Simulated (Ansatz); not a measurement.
An Ansatz (a program for electronic structure) run: Nb3Te4; Ansatz, PBEsol, PAW, cutoff 420 eV, without spin-orbit coupling.

Input:

Ansatz 0.2 input:
```yaml
crystal:
  lattice:
    - [10.6633760615, 0, 0]
    - [-5.3316880308, 9.2347545594, 0]
    - [0, 0, 3.5928663911]
  atoms:
    - { symbol: Nb, position: [0.4887851045, 0.103019872, 0.25] }
    - { symbol: Nb, position: [0.5112148955, 0.896980128, 0.75] }
    - { symbol: Nb, position: [0.3857652326, 0.4887851045, 0.75] }
    - { symbol: Nb, position: [0.6142347674, 0.5112148955, 0.25] }
    - { symbol: Nb, position: [0.896980128, 0.3857652326, 0.25] }
    - { symbol: Nb, position: [0.103019872, 0.6142347674, 0.75] }
    - { symbol: Te, position: [0.6666666667, 0.3333333333, 0.75] }
    - { symbol: Te, position: [0.3333333333, 0.6666666667, 0.25] }
    - { symbol: Te, position: [0.3383197745, 0.2710903431, 0.25] }
    - { symbol: Te, position: [0.6616802255, 0.7289096569, 0.75] }
    - { symbol: Te, position: [0.0672294314, 0.3383197745, 0.75] }
    - { symbol: Te, position: [0.9327705686, 0.6616802255, 0.25] }
    - { symbol: Te, position: [0.7289096569, 0.0672294314, 0.25] }
    - { symbol: Te, position: [0.2710903431, 0.9327705686, 0.75] }
basis: { ecutwfc: 420, ecutrho_ratio: 4, xc_grid: 2, fft_grid_basis: typed }
kpoints: { mp_grid: { grid: [4, 4, 10] } }
hamiltonian:
  xc: pbesol
  dispersion: none
  pseudopotentials: { kind: paw }
scf: { occupations: { method: fermi_dirac, width: 0.05 }, convergence: { dr2_threshold: 0.0000000014 } }
output: { forces: true, stress: true }
```

Output:

```
WARN ansatz: RAYON_NUM_THREADS=4 ignored (pool sized by the plan → 4); use --threads N
Pseudopotentials: kind: paw
Pseudopotential: Nb, paw, valence charge 13
Pseudopotential: Te, paw, valence charge 16
Functional definition: PBEsol
Crystal: 14 atoms, lattice volume = 353.803 Å³
Basis set: ecut = 420 eV, 6847 PW (Γ), exchange–correlation on 144×144×50 points (8 copies of the dense FFT grid, shifted against one another)
Bands: 117, of which v1, the nominal top of the filled ones, is band 103 counted from 1 (102 counted from 0)
Symmetry: 12 space group operations
Space group: P63/m (ITA 176), of the structure as read, at distance tolerance 7.1e-5 Å
k-points: 24 of 160
PAW frozen core: Nb, regenerated for the run's functional, and the local potential with it
PAW frozen core: Te, regenerated for the run's functional, and the local potential with it
Initial density: superposition of atomic densities (neutral atoms: chi_scale 0, normalization atom), corrected by the library's trained network
Initial wavefunctions: pseudopotential atomic-orbital guess
Eigensolver: davidson
Functional: x = pbesol(κ = 0.804, μ = 0.12345679012345678), c = pbesol(β = 0.046)
SCF iter   1: F=—  HF=-82191.854358 eV  |F-HF|=—  |Δ(HF+E_count)|=         —  Δρ=5.31e-3  dr2=1.78e-1  ethr=1.77e-3  ⟨swp⟩=6.8  Hψ=12061  notcnv=0  defer=7
all-band conjugate gradients solve this SCF's bands
preconditioner: auto → LDOS
SCF iter   2: F=—  HF=-82191.864386 eV  |F-HF|=—  |Δ(HF+E_count)|=   1.00e-2  Δρ=3.20e-3  dr2=1.64e-1  ethr=8.64e-5  ⟨swp⟩=3.0  Hψ=5628  notcnv=0  defer=64
SCF iter   3: F=—  HF=-82191.835261 eV  |F-HF|=—  |Δ(HF+E_count)|=   2.91e-2  Δρ=8.70e-4  dr2=8.23e-3  ethr=7.98e-5  ⟨swp⟩=3.0  Hψ=5043  notcnv=0  defer=64
SCF iter   4: F=—  HF=-82191.834063 eV  |F-HF|=—  |Δ(HF+E_count)|=   1.20e-3  Δρ=1.88e-4  dr2=1.27e-4  ethr=4.00e-6  ⟨swp⟩=2.0  Hψ=4602  notcnv=0  defer=64
SCF iter   5: F=—  HF=-82191.834064 eV  |F-HF|=—  |Δ(HF+E_count)|=   7.19e-7  Δρ=3.88e-5  dr2=4.86e-6  ethr=6.18e-8  ⟨swp⟩=2.3  Hψ=4567  notcnv=0  defer=64
SCF iter   6: F=—  HF=-82191.834071 eV  |F-HF|=—  |Δ(HF+E_count)|=   7.22e-6  Δρ=1.19e-5  dr2=4.56e-7  ethr=2.36e-9  ⟨swp⟩=3.3  Hψ=6037  notcnv=0  defer=64
SCF iter   7: F=—  HF=-82191.834072 eV  |F-HF|=—  |Δ(HF+E_count)|=   2.48e-7  Δρ=3.27e-6  dr2=2.42e-8  ethr=2.21e-10  ⟨swp⟩=2.5  Hψ=4944  notcnv=0  defer=64
SCF iter   8: F=-82191.834072 eV  HF=-82191.834072 eV  |F-HF|=5.82e-11  |Δ(HF+E_count)|=   2.06e-8  Δρ=7.16e-7  dr2=1.27e-9  ethr=1.00e-12  ⟨swp⟩=4.0  Hψ=12185  notcnv=0
SCF 1 converged in 8 iterations: F = -82191.834072 eV  dr2 = 1.27e-9
SCF converged after 8 iterations
Free energy (F): -82191.834072 eV
Harris-Foulkes:  -82191.834072 eV  (|F-HF|=5.82e-11)
Internal energy: -82191.780075 eV  (E = F + TS)
E sigma→0 (E₀):  -82191.807073 eV
Entropy (-TS):   -0.053996 eV (-3.857 meV/atom)
Fermi energy:    12.585718 eV
--- Per-component energies (eV) ---
  E_band       = -2515.384143
  E_kinetic    = 3826.975320
  E_local      = -19112.087874  (includes V_loc(G=0)·N_el)
  E_nonlocal   = -1725.695336
  E_hartree    = 10157.945485
  E_xc         = -2039.822920
  E_vxc        = -2116.886720  (∫ρ·V_xc dr)
  E_paw        = -54791.183339  (= ΣΔE_a)
  E_vpaw       = -3703.578377  (= ΣTr[D̂ρ^β])
  E_aug_tail   = -0.001416  (compensation charges beyond the density's cutoff)
  E_ewald      = -18512.040770
  E_core_change = 4.130775  (= ΣΔE_core)
  E_smearing   = -0.053996  (= −TS)
  E_closure    = -0.000000  (closes the sum)
  Σ components = -82191.834072   (vs F -82191.834072, Δ=0.00e0)
  [band-id]    e_kinetic+e_local+e_nonlocal+2·e_hartree+e_vxc+e_vpaw+e_augmentation_tail = -2515.383433   (vs E_band -2515.384143, Δ=7.10e-4)
--- Forces (eV/Å), atoms counted from 1 ---
  atom   1  Nb     0.01292288     0.01947900     0.00000000
  atom   2  Nb    -0.01292288    -0.01947900     0.00000000
  atom   3  Nb    -0.01040787     0.02093104     0.00000000
  atom   4  Nb     0.01040787    -0.02093104     0.00000000
  atom   5  Nb    -0.02333075     0.00145204     0.00000000
  atom   6  Nb     0.02333075    -0.00145204     0.00000000
  atom   7  Te    -0.00000000     0.00000000     0.00000000
  atom   8  Te     0.00000000    -0.00000000     0.00000000
  atom   9  Te     0.01255072    -0.00110521     0.00000000
  atom  10  Te    -0.01255072     0.00110521     0.00000000
  atom  11  Te     0.00723250     0.01031663     0.00000000
  atom  12  Te    -0.00723250    -0.01031663     0.00000000
  atom  13  Te    -0.00531822     0.01142185     0.00000000
  atom  14  Te     0.00531822    -0.01142185     0.00000000
  max |Σ_I F_I| component: 6.94e-18 eV/Å
--- Stress (GPa, compression-positive) ---
       -0.009653      -0.000000      -0.000000
        0.000000      -0.009653       0.000000
       -0.000000       0.000000      -0.014120
  P = ⅓ Tr σ = -0.0111 GPa (-0.111 kbar)
  The stress holds the Pulay correction. Without it, at fixed plane waves, as pw.x and ABINIT print it: P = -0.0383 GPa
  The stress includes an estimate of the error left by incomplete SCF convergence (largest component 0.0001 GPa).
--- Band table ---
  band table: none
```

Whether these cells are dynamically stable was not tested. All final runs are without spin polarisation. The cell is Nb3Te4 (space group P6_3/m, No. 176).
